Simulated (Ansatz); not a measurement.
For white tin (β-Sn), PBE-D4 in Ansatz (PAW) gives:

* **lattice parameter a**: 5.859 Å
* **lattice parameter c**: 3.166 Å
* **cohesive energy**: 3.55 eV/atom

### Question
What does HSE06-D3(BJ) (Ansatz, a first-principles code, PAW) give for the same quantities?

### Answer

- lattice constant a: 5.777 Å (drops by 1.4 %)
- lattice parameter c: 3.099 Å (drops by 2.1 %)
- cohesive energy: 3.60 eV/atom (goes up by 0.05 eV/atom)

For comparison: lattice constant a 5.831 Å (measured, 293 K, not corrected to a static lattice; as tabulated in Wikipedia's data pages); lattice parameter c 3.181 Å (measured, 293 K, not corrected to a static lattice; as tabulated in Wikipedia's data pages).

Changes are worked out from the printed values.

Unless a cell is named, each level is at its own relaxed cell (PBE-D4 27.17, HSE06-D3(BJ) 25.86 Å³/atom).

Levels without +SOC leave out spin–orbit coupling, which shifts energies and cells of such heavy elements.

Ansatz's density-functional and Hartree–Fock values are scalar-relativistic unless marked +SOC, with PAW data made under PBE.
